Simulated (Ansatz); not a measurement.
A computed series for TaTlO3: response to strain

Start from TaTlO3 in the cubic perovskite structure (space group Pm-3m, No. 221; a = 4.034 Å; a cell from a computed database, its experimental status unchecked). Axes: x, y, z lie along the cube axes.

Strains are applied to the cell and any free atomic positions relax; under biaxial strain the out-of-plane vector relaxes too.

Levels (all Ansatz, a quantum-chemistry and plane-wave program, PAW): PBEsol (420 eV, without spin-orbit coupling); r2SCAN (500 eV, without spin-orbit coupling); HSE06 (420 eV, scalar-relativistic without spin-orbit coupling).

Band gaps by level, all at the geometries relaxed with PBEsol:

```tsv
case	PBEsol	r2SCAN	HSE06
base	0.61 eV	0.92 eV	1.45 eV
biaxial strain +2.93 %, plane normal [001], relaxed out of plane	0.49 eV	0.78 eV	1.31 eV
biaxial strain −3.75 %, plane normal [110], relaxed out of plane	0.19 eV	0.50 eV	0.99 eV
isotropic strain +0.42 %	0.64 eV	0.94 eV	1.47 eV
uniaxial strain ε_yy = −5.53 %	0.18 eV	0.48 eV	1.00 eV
```

Single points use the geometry relaxed with PBEsol. HSE06 was sampled on its mesh, a few special points and the semilocal edge points, so its gap is an upper bound. Spin-orbit coupling, missing from the scalar runs, can matter with Ta and Tl. Stability against distortions was not tested. Many cubic perovskites are stable only at high temperature; tilts and polar distortions were not tested. The zero or small gap of TaTlO3 under biaxial strain −3.75 %, plane normal [110], relaxed out of plane and TaTlO3 under uniaxial strain ε_yy = −5.53 % can change with the level of theory.
